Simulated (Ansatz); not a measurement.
**What biaxial strain −1.91 %, plane normal [001], relaxed out of plane does to Al2O3**

Take Al₂O₃ in the corundum structure (space group R-3c, No. 167; a = 4.758 Å, c = 12.992 Å (hexagonal axes)) as the base. Axes: x lies along a and z along c of the hexagonal cell.

It is then changed as follows: compressive biaxial strain of 1.91 % in the plane normal to [001], as in epitaxy on a mismatched substrate; the out-of-plane cell vector and the atoms relax.

Level of theory: r2SCAN (Ansatz, a first-principles code, PAW, without spin-orbit coupling), earlier PAW set. k-mesh 8×8×8 (Γ-centred); smearing 0.05 eV (Fermi–Dirac).

| quantity | base | changed | shift |
|---|---|---|---|
| volume per atom | 8.49 Å³ | 8.24 Å³ | -0.25 Å³ |
| space group | R-3c (No. 167) | R-3c (No. 167) | – |
| shortest interatomic distance | 1.856 Å | 1.835 Å | -0.021 Å |
| energy relative to the base (free energy F) | 0 meV/atom | +12 meV/atom | +12 meV/atom |
| band gap | 7.15 eV | 7.54 eV | +0.39 eV |
| gap character | direct at Γ | direct at Γ | – |
| width of the top valence band | 0.65 eV | 0.69 eV | +0.04 eV |
| electron mass | – | 0.41 mₑ (at Γ) | – |
| out-of-plane strain | – | +0.92 % | – |
| ratio −ε⊥/ε∥ | – | 0.48 | – |
| mean in-plane stress (compression positive) | – | +12.4 GPa | – |

Final structure (turned so that z lies along the plane normal):

```
Al2O3
1.0
    4.66687     0.00000     0.00000
    2.33343     4.04162     0.00000
    2.33343    -1.34721     4.37065
Al O
4 6
Cartesian
  2.33343   1.34721   0.22888
  4.66687   0.00000   1.95645
  7.00030   1.34721   4.14177
  4.66687   2.69442   2.41420
  7.71793   2.79865   3.27799
  5.38450   1.24298   3.27799
  3.23160   0.00000   3.27799
  1.61580  -0.10423   1.09266
  3.94923   1.45144   1.09266
  6.10213   2.69442   1.09266
```

Cost of the whole job for the changed cell (relaxation, final SCF and bands): about 2.1 core-minutes (a rough figure).

Effective masses come from finite differences of ±0.01 Å⁻¹. Gaps are Kohn–Sham eigenvalue differences; semilocal functionals usually give less than the measured gap. No phonon test of stability was made.
